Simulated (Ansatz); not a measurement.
Structures of equal composition on the (111) surface of fcc Al: a pseudomorphic layer of V in the host's stacking; a pseudomorphic layer of V in the other hollow. The slabs share one bottom face, and each structure is named by its start. These are constructed structures in small cells; real faces may alloy, dewet or reconstruct in larger ones, and not all known structures of the face are among them. Slabs of about 12 Å, Fermi-Dirac smearing of 0.1 eV. Bottom of the slabs: a bare face, its two planes held. Relaxed from the named starts with such symmetry as they have, on meshes of like density; energies extrapolated to zero smearing; spin only where a row says so; no spin-orbit coupling, no U. Brackets mark spin-polarised runs, whose order is one that fits the cell.

Calculation: PBE (plane waves to 420 eV, PAW; Ansatz, a program for electronic structure).

Q: Put the candidates in order of energy per 1x1 cell, lowest first, for PBE.

A: a pseudomorphic layer of V in the host's stacking (0.000 eV [spin, 1.6 μB a cell]), a pseudomorphic layer of V in the other hollow (0.024 eV [spin, 1.7 μB a cell])
